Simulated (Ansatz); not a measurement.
An Ansatz (a first-principles code) run: ZrPt3; Kohn–Sham DFT with the PBEsol functional, run in Ansatz with PAW and 420 eV plane waves, without spin-orbit coupling.

Input:

Ansatz 0.2 input:
```yaml
crystal:
  lattice:
    - [5.6537055245, 0, 0]
    - [-2.8268527623, 4.8962526098, 0]
    - [0, 0, 9.2339473427]
  atoms:
    - { symbol: Zr, position: [0, 0, 0.5] }
    - { symbol: Zr, position: [0, 0, 0] }
    - { symbol: Zr, position: [0.3333333333, 0.6666666667, 0.25] }
    - { symbol: Zr, position: [0.6666666667, 0.3333333333, 0.75] }
    - { symbol: Pt, position: [0.5, 0.5, 0.5] }
    - { symbol: Pt, position: [0, 0.5, 0] }
    - { symbol: Pt, position: [0.5, 0, 0.5] }
    - { symbol: Pt, position: [0.5, 0.5, 0] }
    - { symbol: Pt, position: [0, 0.5, 0.5] }
    - { symbol: Pt, position: [0.5, 0, 0] }
    - { symbol: Pt, position: [0.8298225449, 0.6596450897, 0.25] }
    - { symbol: Pt, position: [0.1701774551, 0.3403549103, 0.75] }
    - { symbol: Pt, position: [0.1701774551, 0.8298225449, 0.75] }
    - { symbol: Pt, position: [0.8298225449, 0.1701774551, 0.25] }
    - { symbol: Pt, position: [0.3403549103, 0.1701774551, 0.25] }
    - { symbol: Pt, position: [0.6596450897, 0.8298225449, 0.75] }
basis: { ecutwfc: 420, ecutrho_ratio: 4, xc_grid: 2, fft_grid_basis: typed }
kpoints: { mp_grid: { grid: [8, 8, 4] } }
hamiltonian:
  xc: pbesol
  dispersion: none
  pseudopotentials: { kind: paw }
scf: { occupations: { method: fermi_dirac, width: 0.05 }, convergence: { dr2_threshold: 0.0000000016 } }
output: { forces: true, stress: true }
```

Output (explanatory and most iteration lines left out):

```
Pseudopotential: Zr, paw, valence charge 12
Pseudopotential: Pt, paw, valence charge 18
Crystal: 16 atoms, lattice volume = 255.614 Å³
Basis set: ecut = 420 eV, 4963 PW (Γ), exchange–correlation on 80×80×128 points (8 copies of the dense FFT grid, shifted against one another)
Bands: 159, of which v1, the nominal top of the filled ones, is band 132 counted from 1 (131 counted from 0)
Symmetry: 24 space group operations
Space group: P63/mmc (ITA 194), of the structure as read, at distance tolerance 6.3e-5 Å
k-points: 30 of 256
Functional: x = pbesol(κ = 0.804, μ = 0.12345679012345678), c = pbesol(β = 0.046)
SCF iter   1: F=—  HF=-165137.463966 eV  |F-HF|=—  |Δ(HF+E_count)|=         —  Δρ=6.05e-3  dr2=7.51e-2  ethr=1.77e-3  ⟨swp⟩=5.0  Hψ=14534  notcnv=0  defer=184
SCF iter   2: F=—  HF=-165137.461435 eV  |F-HF|=—  |Δ(HF+E_count)|=   2.53e-3  Δρ=3.40e-3  dr2=2.80e-2  ethr=2.84e-5  ⟨swp⟩=2.0  Hψ=6642  notcnv=0  defer=210
SCF 1 converged in 8 iterations: F = -165137.455849 eV  dr2 = 1.03e-9
SCF converged after 8 iterations
Free energy (F): -165137.455849 eV
Internal energy: -165137.441255 eV  (E = F + TS)
E sigma→0 (E₀):  -165137.448552 eV
Entropy (-TS):   -0.014595 eV (-0.912 meV/atom)
Fermi energy:    21.970042 eV
--- Forces (eV/Å), atoms counted from 1 ---
  atom   1  Zr    -0.00000000    -0.00000000     0.00000000
  atom   2  Zr     0.00000000    -0.00000000    -0.00000000
  atom   3  Zr    -0.00000000    -0.00000000     0.00000000
  atom   4  Zr     0.00000000     0.00000000    -0.00000000
  atom   5  Pt     0.00000000     0.00000000    -0.00000000
  atom   6  Pt    -0.00000000     0.00000000    -0.00000000
  atom   7  Pt     0.00000000     0.00000000     0.00000000
  atom   8  Pt    -0.00000000    -0.00000000     0.00000000
  atom   9  Pt     0.00000000    -0.00000000    -0.00000000
  atom  10  Pt     0.00000000     0.00000000     0.00000000
  atom  11  Pt    -0.00000000     0.00017582     0.00000000
  atom  12  Pt     0.00000000    -0.00017582    -0.00000000
  atom  13  Pt    -0.00015227     0.00008791     0.00000000
  atom  14  Pt     0.00015227    -0.00008791    -0.00000000
  atom  15  Pt    -0.00015227    -0.00008791    -0.00000000
  atom  16  Pt     0.00015227     0.00008791     0.00000000
--- Stress (GPa, compression-positive) ---
       -0.006762       0.000000      -0.000000
        0.000000      -0.006762      -0.000000
       -0.000000      -0.000000      -0.006357
  P = ⅓ Tr σ = -0.0066 GPa (-0.066 kbar)
```

No phonon test of stability was made. All final runs are without spin polarisation. The cell is ZrPt$_{3}$ (space group P6_3/mmc, No. 194; a cell from a computed database, its experimental status unchecked).
